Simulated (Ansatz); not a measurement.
Output of an Ansatz run (abridged):

```
WARN ansatz: RAYON_NUM_THREADS=1 ignored (pool sized by the plan → 1); use --threads N
Pseudopotentials: kind: paw
Pseudopotential: Ca, paw, valence charge 10
Pseudopotential: Si, paw, valence charge 4
Pseudopotential: Rh, paw, valence charge 17
Crystal: 5 atoms, lattice volume = 84.462 Å³
Basis set: ecut = 420 eV, 1677 PW (Γ)
Bands: 32, of which v1, the nominal top of the filled ones, is band 26 counted from 1 (25 counted from 0)
Symmetry: 8 space group operations
Space group: I4mm (ITA 107), of the structure as read, at distance tolerance 4.4e-5 Å
k-points: 59 of 512 (time reversal used)
PAW frozen core: Ca, regenerated for the run's functional, and the local potential with it
PAW frozen core: Si, regenerated for the run's functional, and the local potential with it
PAW frozen core: Rh, regenerated for the run's functional, and the local potential with it
Initial density: superposition of atomic densities (neutral atoms: chi_scale 0, normalization atom), corrected by the library's trained network
Initial wavefunctions: pseudopotential atomic-orbital guess
Eigensolver: davidson
Functional: x = slater, c = lda
SCF iter   1: F=—  HF=-15552.314677 eV  |F-HF|=—  |Δ(HF+E_count)|=         —  Δρ=7.07e-3  dr2=3.96e-2  ethr=1.77e-3  ⟨swp⟩=6.9  Hψ=8605  notcnv=0
all-band conjugate gradients solve this SCF's bands
preconditioner: auto → Kerker (q_TF=auto, 2.516 Å⁻¹)
SCF iter   2: F=—  HF=-15552.309799 eV  |F-HF|=—  |Δ(HF+E_count)|=   4.88e-3  Δρ=3.72e-3  dr2=1.27e-2  ethr=7.62e-5  ⟨swp⟩=1.0  Hψ=2360  notcnv=0
SCF iter   3: F=—  HF=-15552.307852 eV  |F-HF|=—  |Δ(HF+E_count)|=   1.95e-3  Δρ=8.71e-4  dr2=6.60e-4  ethr=2.44e-5  ⟨swp⟩=2.0  Hψ=2323  notcnv=0  defer=2
SCF iter   4: F=—  HF=-15552.307727 eV  |F-HF|=—  |Δ(HF+E_count)|=   1.24e-4  Δρ=3.56e-4  dr2=2.42e-4  ethr=1.27e-6  ⟨swp⟩=2.0  Hψ=2574  notcnv=0  defer=2
SCF iter   5: F=—  HF=-15552.307686 eV  |F-HF|=—  |Δ(HF+E_count)|=   4.11e-5  Δρ=8.70e-5  dr2=1.74e-5  ethr=4.65e-7  ⟨swp⟩=2.1  Hψ=2186  notcnv=0  defer=2
SCF iter   6: F=—  HF=-15552.307682 eV  |F-HF|=—  |Δ(HF+E_count)|=   4.40e-6  Δρ=2.14e-5  dr2=8.29e-7  ethr=3.34e-8  ⟨swp⟩=2.0  Hψ=2525  notcnv=0  defer=2
SCF iter   7: F=-15552.307682 eV  HF=-15552.307682 eV  |F-HF|=1.63e-8  |Δ(HF+E_count)|=   2.08e-7  Δρ=5.05e-6  dr2=2.91e-8  ethr=1.92e-10  ⟨swp⟩=9.0  Hψ=8253  notcnv=0
SCF 1 converged in 7 iterations: F = -15552.307682 eV  dr2 = 2.91e-8
SCF converged after 7 iterations
Free energy (F): -15552.307682 eV
Harris-Foulkes:  -15552.307682 eV  (|F-HF|=1.63e-8)
Internal energy: -15552.298863 eV  (E = F + TS)
E sigma→0 (E₀):  -15552.303272 eV
Entropy (-TS):   -0.008818 eV (-1.764 meV/atom)
Fermi energy:    12.947571 eV
--- Per-component energies (eV) ---
  E_band       = -513.559039
  E_kinetic    = 1513.561265
  E_local      = -5855.578638  (includes V_loc(G=0)·N_el)
  E_nonlocal   = 840.094028
  E_hartree    = 2217.624497
  E_xc         = -689.835255
  E_vxc        = -825.534574  (∫ρ·V_xc dr)
  E_paw        = -8716.913292  (= ΣΔE_a)
  E_vpaw       = -621.358517  (= ΣTr[D̂ρ^β])
  E_aug_tail   = 0.001546  (compensation charges beyond the density's cutoff)
  E_ewald      = -4862.949807
  E_core_change = 1.696792  (= ΣΔE_core)
  E_smearing   = -0.008818  (= −TS)
  E_closure    = 0.000000  (closes the sum)
  Σ components = -15552.307682   (vs F -15552.307682, Δ=0.00e0)
--- Forces (eV/Å), atoms counted from 1 ---
  atom   1  Ca    -0.00000000     0.00000000    -0.20802774
  atom   2  Si     0.00000000     0.00000000     0.32633219
  atom   3  Si    -0.00000000    -0.00000000    -0.23990131
  atom   4  Rh     0.00000000     0.00000000     0.06078136
  atom   5  Rh    -0.00000000     0.00000000     0.06078136
  max |Σ_I F_I| component: 3.41e-5 eV/Å
--- Stress (GPa, compression-positive) ---
       -8.464095       0.000000      -0.000000
        0.000000      -8.464095      -0.000000
       -0.000000       0.000000      -6.994984
  P = ⅓ Tr σ = -7.9744 GPa (-79.744 kbar)
  The stress holds the Pulay correction. Without it, at fixed plane waves, as pw.x and ABINIT print it: P = -8.0242 GPa
--- Band table (eV; the first three rows and the last of 59) ---
  k-point 0: bands = ["-65.5336", "-65.5044", "-33.6489", "-33.6489", "-33.4781", "-33.4781", "-33.4185", "-33.3796", "-27.1446", "-8.4489", "-8.4489", "-8.4042", "2.5305", "5.2491", "7.1485", "8.3986", "8.4278", "8.4278", "9.9317", "10.5100", [...]
  k-point 1: bands = ["-65.5315", "-65.5066", "-33.6523", "-33.6217", "-33.5068", "-33.4757", "-33.4155", "-33.3824", "-27.1436", "-8.4593", "-8.4566", "-8.4025", "2.7750", "5.3462", "7.3707", "8.1392", "8.5999", "8.6797", "9.5081", "10.2393", [...]
  k-point 2: bands = ["-65.5263", "-65.5117", "-33.6604", "-33.5755", "-33.5557", "-33.4697", "-33.4083", "-33.3890", "-27.1413", "-8.4814", "-8.4752", "-8.3986", "3.3771", "5.5654", "7.4443", "8.2978", "9.0386", "9.0861", "9.1797", "9.2017", [...]
  k-point 58: bands = ["-65.5336", "-65.5044", "-33.6489", "-33.6489", "-33.4781", "-33.4781", "-33.4189", "-33.3796", "-27.1438", "-8.4477", "-8.4477", "-8.4152", "3.6824", "3.7270", "7.2038", "8.4226", "8.5177", "8.5177", "9.3158", "10.2185", [...]
```

The structure:

```
CELL_PARAMETERS angstrom
     -2.05101     2.05101     5.01954
      2.05101    -2.05101     5.01954
      2.05101     2.05101    -5.01954
ATOMIC_POSITIONS crystal
  Ca 0.00498 0.00498 0.00000
  Si 0.62739 0.62739 0.00000
  Si 0.37261 0.37261 0.00000
  Rh 0.75000 0.25000 0.50000
  Rh 0.25000 0.75000 0.50000
```

Write an input that gives this output.

Other spellings and defaults could give the same log, and not every line can be read from it. The input that was run (DFT, LDA (PW92), plane waves, default PAW files made with PBE):

Ansatz 0.2 input:
```yaml
# Ca(SiRh)2
crystal:
  lattice:
    - [-2.05101400, 2.05101400, 5.01953800]
    - [2.05101400, -2.05101400, 5.01953800]
    - [2.05101400, 2.05101400, -5.01953800]
  atoms:
    - { symbol: Ca, position: [0.00498100, 0.00498100, 0.00000000] }
    - { symbol: Si, position: [0.62739000, 0.62739000, 0.00000000] }
    - { symbol: Si, position: [0.37261000, 0.37261000, 0.00000000] }
    - { symbol: Rh, position: [0.75000000, 0.25000000, 0.50000000] }
    - { symbol: Rh, position: [0.25000000, 0.75000000, 0.50000000] }
basis:
  ecutwfc: 420.0 eV
kpoints:
  mp_grid: { grid: [8, 8, 8] }
hamiltonian:
  xc: lda
  pseudopotentials: { kind: paw }
scf:
  occupations: { method: gaussian, width: 0.1 eV }
output:
  forces: true
  eigenvalues: true
  stress: true
```

The starting cell comes from a database of computed structures (which also holds hypothetical and non-ambient phases and stackings), without a prior relaxation at this level. Its lattice was rescaled by up to half a per cent. One atom was moved a little off its site on purpose. Spin polarisation is off. With a pressure of about -8 GPa the cell is away from its equilibrium volume at this level. Ansatz's pressure includes its estimate of the finite-basis (Pulay) stress.

Ansatz is a program for electronic structure.
